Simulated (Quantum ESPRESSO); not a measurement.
Worked example: self-consistent single point of SiC (F-43m, 2 atoms in the cell) in Quantum ESPRESSO.

Level of theory: PBE, PseudoDojo standard norm-conserving (PBE) pseudopotentials (plane waves; Quantum ESPRESSO).

The change in words: lattice scaled by 0.98. Reference geometry:
```yaml
crystal:
  lattice:
    - [-2.18000, 0.00000, 2.18000]
    - [0.00000, 2.18000, 2.18000]
    - [-2.18000, 2.18000, 0.00000]
  atoms:
    - { symbol: Si, position: [0.00000, 0.00000, 0.00000] }
    - { symbol: C, position: [0.25000, 0.25000, 0.25000] }
```

Reference input (self-consistent single point, DFT, PBE, plane waves, PseudoDojo standard norm-conserving (PBE) pseudopotentials): ecutwfc = 85 Ry; occupations = smearing; smearing = fermi-dirac; degauss = 0.00147 Ry; potentials = {Si: Si.upf, C: C.upf}; K_POINTS = automatic 10 10 10 0 0 0; conv_thr = 1e-11 Ry; mixing_beta = 0.4. This run's input differs from it in these lines:

```diff
@@ -10,3 +10,3 @@
  ibrav = 2
- celldm(1) = 8.2392059034
+ celldm(1) = 8.0744217853
  nat = 2
```

Output (repeated stretches shortened):

```
     Self-consistent Calculation

     iteration #  1     ecut=    85.00 Ry     beta= 0.40

     total energy              =     -20.46017570 Ry
     estimated scf accuracy    <       0.46728834 Ry

     iteration #  2     ecut=    85.00 Ry     beta= 0.40

     total energy              =     -20.53194771 Ry
     estimated scf accuracy    <       0.01532367 Ry

     iteration #  3     ecut=    85.00 Ry     beta= 0.40

     total energy              =     -20.53405893 Ry
     estimated scf accuracy    <       0.00418432 Ry

   [... 6 blocks of this kind left out ...]

     iteration # 10     ecut=    85.00 Ry     beta= 0.40

     total energy              =     -20.53426142 Ry
     estimated scf accuracy    <          1.4E-10 Ry

     iteration # 11     ecut=    85.00 Ry     beta= 0.40
     End of self-consistent calculation

     the Fermi energy is    10.6314 ev

!    total energy              =     -20.53426142 Ry
     estimated scf accuracy    <          2.8E-12 Ry
     smearing contrib. (-TS)   =      -0.00000000 Ry
     internal energy E=F+TS    =     -20.53426142 Ry

     convergence has been achieved in  11 iterations

     Forces acting on atoms (cartesian axes, Ry/au):

     atom    1 type  1   force =    -0.00000000   -0.00000000    0.00000000
     atom    2 type  2   force =    -0.00000000   -0.00000000   -0.00000000

     Total force =     0.000000     Total SCF correction =     0.000000

          total   stress  (Ry/bohr**3)                   (kbar)     P=      181.49
   0.00123377   0.00000000  -0.00000000          181.49        0.00       -0.00
  -0.00000000   0.00123377  -0.00000000           -0.00      181.49       -0.00
   0.00000000  -0.00000000   0.00123377            0.00       -0.00      181.49

   JOB DONE.
```

The run converged in 11 iterations. Against the reference run the free energy goes up by 38.9 meV/atom, the pressure goes from 2.96 to 18.15 GPa and the gap on the mesh goes from 1.364 to 1.307 eV.

The starting cell has typed, rounded lattice constants, without a prior relaxation at this level. For this run, on top of that: lattice scaled by 0.98. With a pressure of about 18 GPa the cell is away from its equilibrium volume at this level.
